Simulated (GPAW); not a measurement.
# A self-consistent single point of Cr₃Ni (I4/mmm, 4 atoms in the cell) with GPAW

Computed with PBEsol, GPAW PAW datasets PBEsol (made by gpaw-setup) (plane waves; GPAW).

Input as run:

```python
from ase import Atoms
from ase.units import GPa
from gpaw import GPAW, PW

atoms = Atoms(['Cr', 'Cr', 'Cr', 'Ni'],
              cell=[[-1.791176, 1.791176, 3.569438],
                    [1.791176, -1.791176, 3.569438],
                    [1.791176, 1.791176, -3.569438]],
              scaled_positions=[[0.500000, 0.500000, 0.000000],
                                [0.750000, 0.250000, 0.500000],
                                [0.250000, 0.750000, 0.500000],
                                [0.000000, 0.000000, 0.000000]],
              pbc=True)

atoms.set_initial_magnetic_moments([3.0, 0.0, 0.0, 0.0])

calc = GPAW(spinpol=True,
            mode=PW(800),
            xc='PBEsol',
            kpts=(7, 7, 7),
            occupations={'name': 'methfessel-paxton', 'width': 0.272, 'order': 0},
            nbands=-10,
            convergence={'forces': 0.001},
            symmetry={'symmorphic': False, 'tolerance': 0.0005},
            maxiter=150)

atoms.calc = calc

energy = atoms.get_potential_energy()
print('Energy (eV):', round(energy, 6))
forces = atoms.get_forces()
print('Forces (eV/Ang):')
print(forces.round(5))
stress = atoms.get_stress()
print('Stress (GPa, Voigt):', (stress / GPa).round(4))
```

Output, abridged:

```
Input parameters:
  convergence: {forces: 0.001}
  kpts: [7 7 7]
  maxiter: 150
  mode: {ecut: 800.0,
         name: pw}
  nbands: -10
  occupations: {name: methfessel-paxton,
                order: 0,
                width: 0.272}
  spinpol: True
  symmetry: {symmorphic: False,
             tolerance: 0.0005}
  xc: PBEsol

species:
  Cr:
    name: Chromium
    Z: 24.0
    valence: 6
    core: 18
    charge: 0.0
    file: Cr.PBEsol.gz

    # Using partial waves for Cr as LCAO basis

  Ni:
    name: Nickel
    Z: 28.0
    valence: 16
    core: 12
    charge: 0.0
    file: Ni.PBEsol.gz

    # Using partial waves for Ni as LCAO basis

Reference energy: -126991.961163  # eV

Spin-polarized calculation.
Initial magnetic moment: 3.000000

Convergence criteria:
 Maximum [total energy] change in last 3 cyles: 0.0005 eV / valence electron
 Maximum integral of absolute [dens]ity change: 0.0001 electrons / valence electron
 Maximum integral of absolute [eigenst]ate change: 4e-08 eV^2 / valence electron
 Maximum change in the atomic [forces] across last 2 cycles: 0.001 eV/Ang OR
Maximum error relative to the maximum force is below inf
 Maximum number of scf [iter]ations: 150

Symmetries present (total): 16
Symmetries with fractional translations: 0
343 k-points: 7 x 7 x 7 Monkhorst-Pack grid
40 k-points in the irreducible part of the Brillouin zone
       k-points in crystal coordinates                weights
   0:     0.00000000    0.00000000    0.00000000          1/343
   1:     0.14285714   -0.14285714    0.00000000          4/343
   2:     0.14285714   -0.14285714    0.14285714          4/343
   [... 7 lines left out ...]
          ...
  39:     0.42857143    0.42857143    0.42857143          8/343

Wave functions: Plane wave expansion
  Cutoff energy: 800.000 eV
  Number of coefficients (min, max): 2338, 2389
  Pulay-stress correction: 0.000000 eV/Ang^3 (de/decut=0.000000)

Occupation numbers: Methfessel-Paxton:
  width: 0.2720  # eV
  order: 0

Eigensolver

Densities:
  Coarse grid: 30*30*30 grid
  Fine grid: 60*60*60 grid
  Total Charge: 0.000000

Density mixing:
  Method: difference
  Backend: pulay
  Linear mixing parameter: 0.05
  old densities: 5
  Damping of long wavelength oscillations: 50

Hamiltonian:
  XC and Coulomb potentials evaluated on a 60*60*60 grid
  External potential:
    NoExternalPotential

XC parameters: PBEsol with 2 nearest neighbor stencil

Number of atoms: 4
Number of atomic orbitals: 39
Number of bands in calculation: 28
Number of valence electrons: 34
Bands to converge: occupied

Density initialized from atomic densities
  28 bands from LCAO basis set

Atomic positions and initial magnetic moments

Positions:
   0 Cr     0.000000    0.000000    3.569438    ( 0.0000,  0.0000,  3.0000)
   1 Cr     0.000000    1.791176    1.784719    ( 0.0000,  0.0000,  0.0000)
   2 Cr     1.791176    0.000000    1.784719    ( 0.0000,  0.0000,  0.0000)
   3 Ni     0.000000    0.000000    0.000000    ( 0.0000,  0.0000,  0.0000)

Unit cell:
           periodic     x           y           z      points  spacing
  1. axis:    yes   -1.791176    1.791176    3.569438    30     0.1067
  2. axis:    yes    1.791176   -1.791176    3.569438    30     0.1067
  3. axis:    yes    1.791176    1.791176   -3.569438    30     0.0844

  Lengths:   4.376929   4.376929   4.376929
  Angles:  131.686903 131.686903  70.723981

Effective grid spacing dv^(1/3) = 0.1193

     iter     time        total  log10-change:         magmom
                         energy   eigst   dens  force
iter:   1 --:--:--   -51.349932                          +2.9927
iter:   2 --:--:--   -41.219888   -0.25  -0.90           +1.4989
iter:   3 --:--:--   -39.384016   -0.70  -1.07           +0.8736
iter:   4 --:--:--   -38.496850   -0.80  -1.16           +0.5520
iter:   5 --:--:--   -37.676656   -0.88  -1.30           +0.4676
iter:   6 --:--:--   -37.807600   -1.68  -1.75           +0.4546
   [... 2 lines left out ...]
iter:   9 --:--:--   -37.664881   -2.50  -1.72           +0.4096
iter:  10 --:--:--   -37.756793   -1.61  -2.02           +0.4195
iter:  11 --:--:--   -37.606173   -2.65  -2.10           +0.4194
iter:  12 --:--:--   -37.588873   -2.95  -2.49           +0.4350
iter:  13 --:--:--   -37.590698   -3.25  -2.56           +0.4433
iter:  14 --:--:--   -37.590170c  -4.07  -2.58           +0.4434
iter:  15 --:--:--   -37.592169c  -4.26  -2.60           +0.4465
iter:  16 --:--:--   -37.588820c  -3.48  -2.53           +0.4476
iter:  17 --:--:--   -37.588857c  -4.33  -3.31           +0.4491
iter:  18 --:--:--   -37.588890c  -4.94  -3.52           +0.4511
iter:  19 --:--:--   -37.588831c  -5.25  -3.55           +0.4532
iter:  20 --:--:--   -37.588817c  -5.71  -3.87           +0.4534
iter:  21 --:--:--   -37.588818c  -6.04  -4.09c          +0.4534
iter:  22 --:--:--   -37.588830c  -6.37  -4.12c          +0.4537
iter:  23 --:--:--   -37.588826c  -6.60  -4.32c          +0.4535
iter:  24 --:--:--   -37.588841c  -7.20  -4.72c          +0.4538
iter:  25 --:--:--   -37.588902c  -6.97  -4.77c          +0.4552
iter:  26 --:--:--   -37.589008c  -6.55  -4.77c          +0.4579
iter:  27 --:--:--   -37.589016c  -7.52c -4.66c          +0.4582
iter:  28 --:--:--   -37.589021c  -7.90c -4.75c -16.43c   +0.4585

Converged after 28 iterations.

Dipole moment: (-0.000000, 0.000000, 0.000000) |e|*Ang

Total magnetic moment: (0.000000, 0.000000, 0.458524)
Local magnetic moments:
   0 Cr ( 0.000000,  0.000000,  0.530816)
   1 Cr ( 0.000000,  0.000000, -0.099010)
   2 Cr ( 0.000000,  0.000000, -0.099010)
   3 Ni ( 0.000000,  0.000000,  0.089472)

Energy contributions relative to reference atoms: (reference = -126991.961163)

Kinetic:        -49.665278
Potential:      +32.571780
External:        +0.000000
XC:             -21.123480
Entropy (-ST):   -0.192752
Local:           +0.724332
SIC:             +0.000000
--------------------------
Free energy:    -37.685397
Extrapolated:   -37.589021

Spin contamination: 0.220848 electrons
Showing only first 2 kpts
                      Up                     Down
 Kpt  Band  Eigenvalues  Occupancy  Eigenvalues  Occupancy
  0    15      9.41838    0.99999      9.54220    0.99989
  0    16     10.27281    0.45953     10.77781    0.00319
  0    17     11.29314    0.00000     11.17653    0.00000
  0    18     11.33586    0.00000     11.58286    0.00000

  1    15      9.40114    1.00000      9.54483    0.99988
  1    16     10.11610    0.76212     10.63015    0.02502
  1    17     10.84507    0.00105     10.89323    0.00044
  1    18     11.16524    0.00000     11.05018    0.00002

Fermi level: 10.25326

No gap
No difference between direct/indirect transitions
Energy (eV): -37.589021

Forces in eV/Ang:
  0 Cr    0.00000    0.00000    0.00000
  1 Cr    0.00000    0.00000    0.00000
  2 Cr    0.00000    0.00000    0.00000
  3 Ni    0.00000    0.00000    0.00000

Stress tensor:
     0.051872     0.000000    -0.000000
     0.000000     0.051872     0.000000
    -0.000000     0.000000     0.050305
Stress (GPa, Voigt): [ 8.3108  8.3108  8.0597  0.     -0.      0.    ]
```

The run converged in 28 iterations. GPAW prints stress with tension positive.

The starting cell comes from a database of computed structures (which also holds hypothetical and non-ambient phases and stackings), without a prior relaxation at this level. Its lattice was rescaled by a random factor within 2.5 % of one. The moments shrank to a small part of their start, a low-spin state that need not be the lowest. With a pressure of about -8 GPa the cell is away from its equilibrium volume at this level.

Cost on one core of a shared machine: roughly 3 min.
